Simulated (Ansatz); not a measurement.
Work function of faces of hcp Be in PBE and in r2SCAN, in Ansatz (plane waves, PAW). Symmetric slabs relaxed with PBE from ideal cuts in 1x1 cells (the lowest computed cut and spin start of each face; real faces may reconstruct in larger cells); r2SCAN values are single points on them, with the bulk at the same level. No spin-orbit coupling, no U.

```json
[
 {"face": "(0001)", "PBE (eV)": "5.30", "r2SCAN (eV)": "5.36"},
 {"face": "(10-10)", "PBE (eV)": "4.52", "r2SCAN (eV)": "?"},
 {"face": "(10-11)", "PBE (eV)": "5.04", "r2SCAN (eV)": "5.08"},
 {"face": "(11-20)", "PBE (eV)": "4.06", "r2SCAN (eV)": "4.04"},
 {"face": "(11-21)", "PBE (eV)": "4.54", "r2SCAN (eV)": "4.55"},
 {"face": "(11-22)", "PBE (eV)": "4.80", "r2SCAN (eV)": "4.84"},
 {"face": "(20-21)", "PBE (eV)": "4.76", "r2SCAN (eV)": "4.77"},
 {"face": "(21-30)", "PBE (eV)": "4.22", "r2SCAN (eV)": "4.21"},
 {"face": "(21-32)", "PBE (eV)": "4.69", "r2SCAN (eV)": "4.70"}
]
```

Task: Fit a straight line y = a·x + b by least squares to the 8 complete rows (x: PBE (eV); y: r2SCAN (eV)).

Result: the means are x̄ = 4.6762 and ȳ = 4.6937; Σ(x − x̄)² = 1.1504 and Σ(x − x̄)(y − ȳ) = 1.2238, so a = 1.064 and b = ȳ − a·x̄ = -0.281. The largest residual is 0.015.

Task: What does the line predict for the withheld row, (10-10), and what did the calculation give?

Result: the line gives 4.53; the calculation gave 4.52, a miss of -0.01, of the size of the fitted rows' scatter and rounding.

Ansatz is a quantum-chemistry and plane-wave program.
